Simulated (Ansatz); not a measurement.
# Response to strain in HfO2

Start from HfO$_{2}$ in the fluorite structure (space group Fm-3m, No. 225; a = 5.044 Å). Axes: x, y, z lie along the cube axes.

Strains are applied to the cell and any free atomic positions relax.

The values are results of plane-wave PAW DFT at the PBEsol level (Ansatz, a quantum-chemistry and plane-wave program, 420 eV), scalar-relativistic without spin-orbit coupling, not measurements.

Notes on the quantities. energy relative to the base: free energy F; pressure: mean of the normal stresses, compression positive.

```csv
variant,energy relative to the base,pressure,shortest interatomic distance
base,0 meV/atom,0.00 GPa,2.184 Å
tensor shear ε_xy = +0.86 %,+0.7 meV/atom,0.04 GPa,2.175 Å
tensor shear ε_xy = +1.14 %,+1.2 meV/atom,0.07 GPa,2.173 Å
tensor shear ε_xy = +0.57 %,+0.3 meV/atom,0.02 GPa,2.178 Å
tensor shear ε_xy = +1.43 %,+1.9 meV/atom,0.11 GPa,2.170 Å
tensor shear ε_xy = +1.71 %,+2.8 meV/atom,0.16 GPa,2.167 Å
tensor shear ε_xy = +0.29 %,+0.1 meV/atom,0.01 GPa,2.181 Å
tensor shear ε_xy = +2.00 %,+3.8 meV/atom,0.21 GPa,2.164 Å
```

Whether these cells are dynamically stable was not tested. This is not the structure that HfO2 has at room temperature and ambient pressure.
